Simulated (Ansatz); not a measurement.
System: BiSb (R3m, No. 160, 2 atoms in the cell; start mp-1227290). Method: HSE06 (PAW; Ansatz, an electronic-structure program).

Run with plane-wave cutoff 460 eV, 8×8×8 k mesh, Fermi–Dirac smearing 0.01 eV, scalar-relativistic PAW data made under PBE.

Cell (relaxed with PBEsol):

```cif
data_Bi3Sb3
_chemical_formula_sum 'Sb3 Bi3'
_space_group_name_H-M_alt 'R3m :H'
_space_group_IT_number 160
_space_group_name_Hall 'R 3 -2"'
_cell_length_a 4.43123
_cell_length_b 4.43123
_cell_length_c 11.36645
_cell_angle_alpha 90.000
_cell_angle_beta 90.000
_cell_angle_gamma 120.000
loop_
_atom_site_label
_atom_site_type_symbol
_atom_site_symmetry_multiplicity
_atom_site_Wyckoff_symbol
_atom_site_fract_x
_atom_site_fract_y
_atom_site_fract_z
_atom_site_occupancy
Sb1 Sb 3 a 0.00000 0.00000 0.23609 1
Bi1 Bi 3 a 0.00000 0.00000 0.76392 1
```
(The calculation used a cell of 2 atoms; values per cell refer to that cell.)

Problem. Estimate the band gap, smallest direct gap on the k points sampled and Γ–Γ gap that the calculation returns.

Solution. 
- band gap = 0.09 eV (on the SCF k mesh)
- smallest direct gap on the k points sampled = 0.47 eV
- Γ–Γ gap = 4.72 eV

Note: cell and atoms aren't relaxed at this level (largest force component 0.24 eV/Å, pressure 0.8 GPa).

Spin–orbit coupling is not included; it can close the smallest gap of 0.09 eV.

Computed values are for the static lattice.

A start named mp-… is a Materials Project structure, which need not be a measured phase.
